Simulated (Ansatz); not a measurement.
## Pressure series in AlN

Base system: AlN in the wurtzite structure (space group P6_3mc, No. 186; a = 3.089 Å, c = 4.943 Å).

Cell and atoms are relaxed at each pressure.

The values are results of Ansatz (a first-principles code), LDA, PAW, cutoff 420 eV, no spin-orbit coupling, not measurements.

Candidates:
(a) pressure 0.9 GPa
(b) pressure 9 GPa
(c) pressure −1 GPa
(d) pressure −2 GPa

Base values:

* **Band gap**: 4.42 eV

Problem. Order them by band gap, lowest first.

Solution. (d) pressure −2 GPa (4.33 eV), (c) pressure −1 GPa (4.38 eV), (a) pressure 0.9 GPa (4.45 eV), (b) pressure 9 GPa (4.75 eV)

Load acts through the strain it causes; cell and atoms are relaxed under it. Whether these cells are dynamically stable was not tested. Tetrahedral semiconductors of this kind turn to denser phases somewhere between about 1 and 50 GPa; those were not computed, so compressed cells here can lie past the real transition.
